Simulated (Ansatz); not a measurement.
Consider Sc in the hcp (Mg type) structure (space group P6_3/mmc, No. 194; a = 3.318 Å, c = 5.186 Å; relaxed with 0.1 eV smearing). Axes: x lies along a and z along c of the hexagonal cell.

Calculations: PBE (Ansatz, a quantum-chemistry and plane-wave program), no SOC.

It is then changed as follows: compressive biaxial strain of 1.00 % in the plane normal to [001], as in epitaxy on a mismatched substrate; the out-of-plane cell vector and the atoms relax.

Problem. What does the calculation give for the out-of-plane strain after the change?

Solution. The out-of-plane strain comes out as +0.59 %.

Problem. How does this affect the in-plane stress?

Solution. The mean in-plane stress (compression positive) is +1.2 GPa.

Whether these cells are dynamically stable was not tested. All final runs are without spin polarisation.
